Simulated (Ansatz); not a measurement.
**CsCl: pressure 7.5 GPa**

The parent structure is CsCl in the CsCl type structure (space group Pm-3m, No. 221; a = 4.1403 Å).

The change: cell and atoms relaxed at a pressure of 7.5 GPa.

All numbers come from r2SCAN (Ansatz, a first-principles code, PAW, no SOC). Settings: 8×8×8 k-points, 0.05 eV Fermi–Dirac smearing.

The volume per atom decreases by 7.23 Å³, from 35.49 Å³ to 28.26 Å³ and the density goes up by 1.01 g/cm³ (3.94 g/cm³ → 4.95 g/cm³). The lattice parameter a shrinks by 0.3027 Å, from 4.140 Å to 3.838 Å and the shortest interatomic distance drops by 0.2622 Å, from 3.586 Å to 3.323 Å. The enthalpy H = E + PV relative to the base's energy comes out as +1.46 eV/atom and the band gap decreases by 0.367 eV to 5.55 eV. The gap character remains direct at Γ and the electron mass (degenerate bands, along [100]) becomes 0.30, 1.2 mₑ (at Γ) (base: 0.36, 1.3 mₑ (at Γ)). The hole mass (degenerate bands, along [100]) amounts to 0.49, 2.1, 2.1 mₑ (at Γ) and the valley order (the lowest conduction-band minima on the path, energy above the VBM, named in the base's zone) becomes Γ 5.55 eV; M along ⟨110⟩ 6.72 eV (base: Γ 5.91 eV; M along ⟨110⟩ 6.56 eV).

Load acts through the strain it causes; cell and atoms are relaxed under it. Effective masses come from finite differences of ±0.01 Å⁻¹. Whether these cells are dynamically stable was not tested. No other phases were tried under pressure.
